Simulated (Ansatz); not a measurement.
Data:

```xyz
8
Lattice="-3.2160 3.2160 6.5265 3.2160 -3.2160 6.5265 3.2160 3.2160 -6.5265" Properties=species:S:1:pos:R:3 pbc="T T T"
In     0.0000     0.0000     6.5265
In     3.2160     0.0000     3.2633
Te     1.5517     1.6080     1.6316
Te    -1.6080     1.6643     4.8949
Te     1.6643     1.6080     8.1582
Te     4.8240     1.5517    -1.6316
Ag     0.0000     0.0000     0.0000
Ag     0.0000     3.2160     3.2633
```

No spin polarisation.

The values are results of DFT with PBEsol, PAW potentials and a 420 eV plane-wave cutoff in Ansatz (an electronic-structure program), scalar-relativistic without spin-orbit coupling, not measurements. Settings: 7×7×7 k-points, 0.05 eV Fermi–Dirac smearing.

Task: Predict the pressure (mean of the normal stresses, compression positive).

Result: -9.5 kbar.

Task: Estimate the space group.

Result: I-42d (No. 122).

The cells carry an imposed strain or load. Stability against distortions was not tested. The cell was made from InAgTe$_{2}$ in the chalcopyrite structure (space group I-42d, No. 122) by this change: uniaxial strain ε_zz = +2.25 %.
